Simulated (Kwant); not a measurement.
Device: wire with a side stub in a GaN two-dimensional gas. Effective mass 0.22 mₑ, grid spacing 2 nm, hard walls, nominal width 40 nm (19 grid rows, so walls 40 nm apart), one parabolic valley, scattering region 120 nm long along x; energies count from the band bottom; Fermi energy swept from 0.00085461 to 0.010149 eV. Closed stub on one side, 37 nm wide and 61 nm deep.

Constants are typed, rounded textbook-type inputs, not results; the design itself was drawn at random and stands for no fabricated device.

Kwant, effective-mass tight-binding model on a square grid, one spin, coherent transport at 0 K. Conductance is in e²/h.

Question: How many channels do the leads carry at E = 5.46, 8.82 meV?

Answer: The hard-wall thresholds are n² ħ²π²/(2mW²) = n² × 1.07 meV with W = 40 nm. √(5.46/1.07) = 2.26, so 2. √(8.82/1.07) = 2.87, so 2.
